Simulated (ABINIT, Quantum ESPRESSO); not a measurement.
An ABINIT input for a self-consistent single point of Al2Cu (I4/mmm, 3 atoms in the cell) (DFT, PBEsol, plane waves, PAW (JTH v2.0 PBE PAW, files made for PBE)):

```
# Al2Cu, JTH v2.0 PBE PAW
pp_dirpath "./"
pseudos "Al.GGA_PBE-JTH.xml, Cu.GGA_PBE-JTH.xml"
acell 3*1.0
rprim
        -3.8367770912    3.8367770912    5.3877887053
         3.8367770912   -3.8367770912    5.3877887053
         3.8367770912    3.8367770912   -5.3877887053
natom 3
ntypat 2
znucl 13 29
typat 1 1 2
xcart
         0.0000000000    3.8367770912    2.6938943526
         3.8367770912   -0.0000000000    2.6938943526
         0.0000000000   -0.0000000000    5.3877887053
ecut 30
pawecutdg 60
pawxcdev 0
ixc -116133
occopt 7
tsmear 0.05 eV
nband 18
kptopt 1
ngkpt 9 9 9
nshiftk 1
shiftk 0 0 0
nstep 80
toldfe 1.0e-09
prtwf 0
prtden 0
prtvol 1
```

Problem. Give the Quantum ESPRESSO input for the same structure, mesh, smearing and functional.

Solution. This is the input that was run; spellings and numerical settings could be chosen otherwise.

```fortran
&control
    calculation = 'scf',
    prefix = 'run',
    outdir = './out',
    pseudo_dir = './',
    tprnfor = .true.,
    tstress = .true.,
/
&system
    ibrav = 7,
    celldm(1) = 7.6735541825,
    celldm(3) = 1.404248559967,
    nat = 3,
    ntyp = 2,
    ecutwfc = 50,
    ecutrho = 300,
    occupations = 'smearing',
    smearing = 'gaussian',
    degauss = 0.0036749,
    input_dft = 'pbesol',
/
&electrons
    conv_thr = 1.0d-10,
/
ATOMIC_SPECIES
Al    26.9815  Al.pbe-n-kjpaw_psl.1.0.0.UPF
Cu    63.5460  Cu.pbe-dn-kjpaw_psl.1.0.0.UPF
ATOMIC_POSITIONS angstrom
Al   -2.0303350000    0.0000000000    1.4255475000
Al    0.0000000000    2.0303350000    1.4255475000
Cu    0.0000000000    0.0000000000    2.8510950000
K_POINTS automatic
9 9 9  0 0 0
```

Basis settings and potentials, where a program has them, do not carry over. This input uses DFT, PBEsol, plane waves, PSlibrary PAW (PBE) pseudopotentials. Both were run: pressure 0.03 GPa in ABINIT and -0.32 in Quantum ESPRESSO.

On Quantum ESPRESSO: the starting cell comes from a database of computed structures (which also holds hypothetical and non-ambient phases and stackings), without a prior relaxation at this level. Spin polarisation is off.

On ABINIT: the starting cell comes from a database of computed structures (which also holds hypothetical and non-ambient phases and stackings), without a prior relaxation at this level. Spin polarisation is off. The potentials were made for another functional than the one used.
